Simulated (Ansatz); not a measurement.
The parent structure is AlN in the wurtzite structure (space group P6_3mc, No. 186; a = 3.114 Å, c = 4.984 Å).

The change: hydrostatic tension (pressure −2 GPa).

Levels (all Ansatz, a quantum-chemistry and plane-wave program, PAW): PBEsol (420 eV, no spin-orbit coupling); PBEsol+SOC (420 eV, noncollinear with spin-orbit coupling).

The geometry is relaxed with PBEsol.

```
Property                                      Value
----------------------------  ---------------------
PBEsol valence-band top at Γ  0.00, -0.21, -0.21 eV
PBEsol gap character                    direct at Γ
PBEsol band gap                             4.01 eV
```

**Question.** How does going to PBEsol+SOC change the valence-band top at Γ, gap character and band gap?

**Answer.** The valence-band top at Γ (three highest Kramers pairs, from the VBM) changes from 0.00, -0.21, -0.21 eV to 0.00, -0.21, -0.22 eV; the gap character is still direct at Γ; the band gap is still 4.01 eV.

Single points use the geometry relaxed with PBEsol. The spin-orbit shifts are approximate. Load acts through the strain it causes; cell and atoms are relaxed under it. Whether these cells are dynamically stable was not tested.
